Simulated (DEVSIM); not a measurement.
Device: abrupt Si n-p junction, at 300 K.

```csv
layer (left to right),material,thickness (μm),Nd (cm⁻³),Na (cm⁻³),τn (s),τp (s)
1,Si,0.720,4.3e17,-,1.5e-5,1.5e-5
2,Si,2.70,-,5.5e16,1.5e-5,1.5e-5
```

Left contact: ohmic. Right contact: ohmic. Voltage is applied to the left contact. Recombination: SRH at mid-gap, radiative. Gap narrowing is on: ΔEg = 6.92 meV × (l + √(l² + 0.5)), l = ln(N/1.3e17 cm⁻³), shared equally by both band edges. Mobility is μmin + (μ − μmin)/(1 + (N/Nref)^α).

Constants are typed, rounded textbook-type inputs, not results; the design itself was drawn at random and stands for no fabricated device. Values at 300 K; Nc and Nv go as T^1.5, mobilities as T to minus their exponent, the gap by Varshni's rule with the affinity fixed. The table also holds parameters that only a changed run uses.

| parameter | Si |
|---|---|
| gap (eV) | 1.124 |
| affinity (eV) | 4.05 |
| permittivity | 11.7 |
| Nc (cm⁻³) | 2.86e19 |
| Nv (cm⁻³) | 3.1e19 |
| μn (cm²/Vs) | 1417 |
| μp (cm²/Vs) | 470 |
| μn,min | 52 |
| μp,min | 45 |
| Nref,n | 9.7e16 |
| Nref,p | 2.2e17 |
| αn | 0.68 |
| αp | 0.72 |
| T exponent of μn | 2.3 |
| T exponent of μp | 2.2 |
| B (cm³/s) | 4.7e-15 |
| Cn (cm⁶/s) | 2.8e-31 |
| Cp (cm⁶/s) | 9.9e-32 |
| Varshni α (eV/K) | 0.000473 |
| Varshni β (K) | 636 |

Model (solved in DEVSIM): 1D drift-diffusion, Boltzmann statistics, complete ionisation; no tunnelling, impact ionisation, image-force lowering or self-heating.

Base results: largest field in the device at zero bias (V/cm) 110000; potential step across the device at zero bias (V) 0.842; dark forward voltage at 1 A/cm² (V) 0.621; dark forward voltage at 100 A/cm² (V) 0.743.

Problem. What follows from this one change: temperature 300 → 500 K?

Solution. largest field in the device at zero bias 110000 → 86000 V/cm; potential step across the device at zero bias 0.842 → 0.536 V; dark forward voltage at 1 A/cm² 0.621 → 0.189 V; dark forward voltage at 100 A/cm² 0.743 → 0.394 V.

Problem. What follows from this one change: constant mobility in place of the doping-dependent one?

Solution. largest field in the device at zero bias little changed (110000 V/cm); potential step across the device at zero bias little changed (0.842 V); dark forward voltage at 1 A/cm² 0.621 → 0.606 V; dark forward voltage at 100 A/cm² 0.743 → 0.728 V.
